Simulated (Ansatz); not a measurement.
The reference is MgO in the rock salt structure (space group Fm-3m, No. 225; a = 4.254 Å).

Calculations: Kohn–Sham DFT with the PBE functional, run in Ansatz (an electronic-structure program) with PAW and 420 eV plane waves, no spin-orbit coupling.

For the base:

Band gap: 4.46 eV
Width of the top valence band: 1.71 eV
Gap character: direct at Γ
Electron mass: 0.34 mₑ (at Γ)

Perturbation: a negative pressure, −1 GPa.

Problem. Predict the new band gap.

Solution. The band gap shrinks by 0.06 eV to 4.40 eV.

Problem. How does this affect the width of the top valence band?

Solution. The width of the top valence band stays essentially unchanged (1.71 eV against 1.70 eV).

Problem. Estimate the effect on the gap character.

Solution. The gap character stays direct at Γ.

Problem. What does the calculation give for the electron mass after the change?

Solution. The electron mass becomes 0.33 mₑ (at Γ) (base: 0.34 mₑ (at Γ)).

Load acts through the strain it causes; cell and atoms are relaxed under it. Masses are band curvatures over ±0.01 Å⁻¹ around the edge. No phonon test of stability was made.
